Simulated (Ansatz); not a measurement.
MgCO3 (R-3c, No. 167) was calculated with HSE06 (PAW; Ansatz, an electronic-structure program).

Run with plane-wave cutoff 460 eV, 6×6×6 k mesh, Fermi–Dirac smearing 0.01 eV, scalar-relativistic PAW data made under PBE.

Cell (relaxed at this level):

```
CELL_PARAMETERS angstrom
      5.19716    -2.31687     0.00504
      5.19716     2.31687     0.00504
      4.16055     0.00000     3.88178
ATOMIC_POSITIONS crystal
  Mg 0.00000 0.00000 0.00000
  Mg 0.50000 0.50000 0.50000
  C  0.25000 0.25000 0.25000
  C  0.75000 0.75000 0.75000
  O  0.52590 0.97410 0.25000
  O  0.02590 0.75000 0.47410
  O  0.25000 0.52590 0.97410
  O  0.47410 0.02590 0.75000
  O  0.97410 0.25000 0.52590
  O  0.75000 0.47410 0.02590
```

### Question
Predict the band gap, smallest direct gap on the k points sampled and direct gap at Γ.

### Answer

* **band gap**: 7.19 eV (indirect)
* **smallest direct gap on the k points sampled**: 7.80 eV
* **direct gap at Γ**: 7.97 eV

The computed numbers hold no vibrational or temperature effects.
